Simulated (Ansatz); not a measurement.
Short convergence ladders for V3Ir (Pmm2, 8 atoms in the cell)

```xyz
8
Lattice="4.7389 0.0000 0.0000 0.0000 4.7389 0.0000 0.0000 0.0000 4.7389" Properties=species:S:1:pos:R:3 pbc="T T T"
V      2.3695     1.1847     0.0000
V      2.3695     3.5542     0.0000
V      1.2347     0.0000     2.3695
V      3.5542     0.0000     2.3695
V      0.0000     2.3695     1.1847
V      0.0000     2.3695     3.5542
Ir     2.3695     2.3695     2.3695
Ir     0.0000     0.0000     0.0000
```

Base method: PBEsol, default PAW files made with PBE (plane waves; Ansatz, a quantum-chemistry and plane-wave program).

Base settings: basis.ecutwfc = 420 eV; kpoints.mp_grid.grid = 5 5 5; hamiltonian.xc = pbesol; hamiltonian.pseudopotentials = {kind: paw} (the program's default PAW files); scf.occupations.method = gaussian; scf.occupations.width = 0.1 eV.

The count of work is k-points × plane waves × bands × iterations; it is no time. Core times come from one kind of shared machine, to one figure; runs under 30 s give none.

**Shifted k-point meshes**

In this ladder: kpoints.mp_grid.shift = 0.5 0.5 0.5.

Only quantities that move along the ladder and can be compared are tabulated.

| kpoints.mp_grid.grid | free energy less the last step's (meV/atom) | pressure (GPa) | largest difference of a force vector from the last step's (eV/Å) | count of work / last | core time / last (rough) |
|---|---|---|---|---|---|
| 1 1 1 | 482.93 | 12.76 | 1.110 | 0.0039 | – |
| 2 2 2 | -57.38 | -2.39 | 0.100 | 0.0034 | – |
| 3 3 3 | -2.51 | -1.46 | 0.153 | 0.027 | – |
| 5 5 5 | -6.05 | -1.70 | 0.020 | 0.079 | – |
| 7 7 7 | -1.80 | -1.54 | 0.018 | 0.19 | 0.2 |
| 9 9 9 | 0.27 | -1.53 | 0.001 | 0.36 | 0.3 |
| 11 11 11 | 0.28 | -1.52 | 0.002 | 0.63 | 0.6 |
| 14 14 14 | 0.00 | -1.53 | 0.000 | 1.0 | 1 |

Coarsest kpoints.mp_grid.grid that holds the pressure within 0.1 GPa of the last step, with all finer ones: 7 7 7, at 0.19 of the last step's count of work and about 0.2 of the last step's time; the step before is off by 0.17 GPa.

Coarsest kpoints.mp_grid.grid that holds the free energy within 2 meV/atom of the last step, with all finer ones: 7 7 7, at 0.19 of the last step's count of work and about 0.2 of the last step's time; the step before is off by 6.1 meV/atom.

Coarsest kpoints.mp_grid.grid that holds the forces within 0.01 eV/Å of the last step, with all finer ones: 9 9 9, at 0.36 of the last step's count of work and about 0.3 of the last step's time; the step before is off by 0.018 eV/Å.

**The k-point mesh at a smearing width of 0.3 eV**

In this ladder: scf.occupations.width = 0.3 eV.

Only quantities that move along the ladder and can be compared are tabulated.

| kpoints.mp_grid.grid | free energy less the last step's (meV/atom) | pressure (GPa) | largest difference of a force vector from the last step's (eV/Å) | count of work / last |
|---|---|---|---|---|
| 3 3 3 | 6.79 | -1.15 | 0.033 | 0.016 |
| 4 4 4 | -7.73 | -1.86 | 0.010 | 0.062 |
| 5 5 5 | 4.17 | -1.24 | 0.005 | 0.053 |
| 11 11 11 | -0.03 | -1.45 | 0.000 | 0.42 |
| 14 14 14 | 0.00 | -1.44 | 0.000 | 1.0 |

Coarsest kpoints.mp_grid.grid that holds the free energy within 1 meV/atom of the last step, with all finer ones: 11 11 11, at 0.42 of the last step's count of work; the step before is off by 4.2 meV/atom.

Coarsest kpoints.mp_grid.grid that holds the forces within 0.02 eV/Å of the last step, with all finer ones: 4 4 4, at 0.062 of the last step's count of work; the step before is off by 0.033 eV/Å.

Coarsest kpoints.mp_grid.grid that holds the pressure within 0.05 GPa of the last step, with all finer ones: 11 11 11, at 0.42 of the last step's count of work; the step before is off by 0.20 GPa.

**The mesh under tetrahedron occupations**

In this ladder: scf.occupations.method = tetrahedron; scf.occupations.width = default.

Only quantities that move along the ladder and can be compared are tabulated.

| kpoints.mp_grid.grid | free energy less the last step's (meV/atom) | pressure (GPa) | largest difference of a force vector from the last step's (eV/Å) | count of work / last | core time / last (rough) |
|---|---|---|---|---|---|
| 3 3 3 | 6.81 | -1.21 | 0.025 | 0.024 | – |
| 4 4 4 | -11.87 | -2.15 | 0.024 | 0.080 | – |
| 5 5 5 | 4.91 | -1.29 | 0.016 | 0.087 | – |
| 7 7 7 | 0.76 | -1.47 | 0.015 | 0.19 | 0.2 |
| 11 11 11 | -0.44 | -1.53 | 0.004 | 0.63 | 0.6 |
| 13 13 13 | 0.00 | -1.50 | 0.000 | 1.0 | 1 |

Coarsest kpoints.mp_grid.grid that holds the pressure within 0.5 GPa of the last step, with all finer ones: 5 5 5, at 0.087 of the last step's count of work; the step before is off by 0.65 GPa.

Coarsest kpoints.mp_grid.grid that holds the free energy within 2 meV/atom of the last step, with all finer ones: 7 7 7, at 0.19 of the last step's count of work and about 0.2 of the last step's time; the step before is off by 4.9 meV/atom.

On the base run: the starting cell comes from a database of computed structures (which also holds hypothetical and non-ambient phases and stackings), without a prior relaxation at this level. Its lattice was rescaled by up to half a per cent. One atom was moved a little off its site on purpose. Spin polarisation is off. Ansatz's pressure includes its estimate of the finite-basis (Pulay) stress.

Keys are those of Ansatz 0.2.
